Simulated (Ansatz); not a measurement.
The reference is Cu$_{2}$O (space group Pn-3m, No. 224).

Cu$_{2}$O is modelled in the cubic space group Pn-3m, origin choice 1 (No. 224), Pearson symbol cP6. Conventional cell: a = 4.2224 Å, b = 4.2224 Å, c = 4.2224 Å, α = 90.00°, β = 90.00°, γ = 90.00°. Cu on 4c is surrounded by 2 O at 1.828 Å (linear). O on 2a has 4 Cu at 1.828 Å (tetrahedral). (Neighbours: up to the widest gap in distance over summed covalent radii, below 1.35, at either atom; cation-cation and far metal-metal contacts left out.)

Levels (all Ansatz, a first-principles code, PAW): PBEsol (420 eV, no SOC); HSE06 (420 eV, spin-orbit coupling left out).

The geometry is relaxed with PBEsol.

| Quantity | Value |
|---|---|
| PBEsol lowest conduction level above the VBM at special points | Γ 0.56 eV; M 1.86 eV; X 2.29 eV |

With HSE06 at the same geometry, the lowest conduction level above the VBM at special points changes from Γ 0.56 eV; M 1.86 eV; X 2.29 eV to Γ 2.08 eV; M 3.37 eV; X 3.88 eV.

Single points use the geometry relaxed with PBEsol. Whether these cells are dynamically stable was not tested. No Hubbard U is applied. The final runs are not spin-polarised.
